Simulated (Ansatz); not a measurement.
Here is the system:

```yaml
crystal:
  lattice:
    - [0.00000, 2.71967, 2.71967]
    - [2.71967, 0.00000, 2.71967]
    - [2.71967, 2.71967, 0.00000]
  atoms:
    - { symbol: Zn, position: [0.00000, 0.00000, 0.00000] }
    - { symbol: S, position: [0.25000, 0.25000, 0.25000] }
```

All values below come from r2SCAN with spin-orbit coupling, rigid bands (plane waves, PAW; Ansatz, an electronic-structure program). Condition of this run: hydrostatic pressure -2 GPa (the target of the relaxation). How the cell was made: cell and atoms relaxed with r2SCAN, then loaded as said.

### Question
What conductivity effective mass do dilute electrons have at 300 K?

### Answer
0.20 mₑ.

### Question
What conductivity effective mass do dilute holes have at 300 K?

### Answer
0.90 mₑ.

### Question
And the band gap?

### Answer
2.55 eV at this level; semilocal functionals usually fall short of the measured gap.

Rigid bands, one relaxation time for all states, no polarons.
